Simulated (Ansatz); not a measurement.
The reference is P (space group R-3m, No. 166; a = 3.4408 Å, c = 8.7853 Å (hexagonal axes); a cell from a computed database, its experimental status unchecked).

Computed with plane-wave PAW DFT at the PBEsol level (Ansatz, an electronic-structure program, 420 eV), no SOC.

For the base:

The c/a ratio is 2.553 and the volume per atom comes out as 15.01 Å³.

Perturbation: As takes the place of P on all its sites; the structure is relaxed again.

Estimate the effect on the c/a ratio and volume per atom.

The c/a ratio grows by 0.118 (2.553 → 2.671); the volume per atom goes up by 5.84 Å³ (15.01 Å³ → 20.85 Å³).

No phonon test of stability was made. This is not the structure that P has at room temperature and ambient pressure.
